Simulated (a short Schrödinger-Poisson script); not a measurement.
Solved with a short Schrödinger-Poisson script written for these runs: one-band effective-mass equation with BenDaniel-Duke matching, electrons, heavy and light holes apart, hard walls at the outer ends, one valence edge for both holes (no strain splitting), no charge, excitons, band mixing or non-parabolicity; under a field the levels are quasi-bound states of a box, listed while three quarters of their weight lies within 4 nm of the wells.

System: coupled double GaAs/Al0.2Ga0.8As quantum well.

From the first side: 20 nm Al0.2Ga0.8As; 20 nm GaAs; 2 nm Al0.2Ga0.8As; 12 nm GaAs; 20 nm Al0.2Ga0.8As.

Constants are typed, rounded textbook-type inputs, not results; the design itself was drawn at random and stands for no fabricated device. GaAs: direct gap (eV) 1.424, conduction-band edge (eV) 0, electron mass (mₑ) 0.067, heavy-hole mass 0.377, light-hole mass 0.09. Al0.2Ga0.8As: direct gap (eV) 1.673, conduction-band edge (eV) 0.158, electron mass (mₑ) 0.0836, heavy-hole mass 0.397, light-hole mass 0.108.

The valence-band edge of each layer lies one gap below its conduction-band edge. The electron's potential energy rises along the stack by the applied field. Mesh 0.03 nm at interfaces.

Problem. Give the shift of e1-hh1 at 15.8 kV/cm (meV); the hh1 − lh1 (meV); the e2 − e1 (meV).

Solution. shift of e1-hh1 at 15.8 kV/cm (meV): -27.9; hh1 − lh1 (meV): 4.4; e2 − e1 (meV): 11.3. Excitons are left out, and strain enters only through the typed gaps and offsets, so measured lines lie elsewhere.
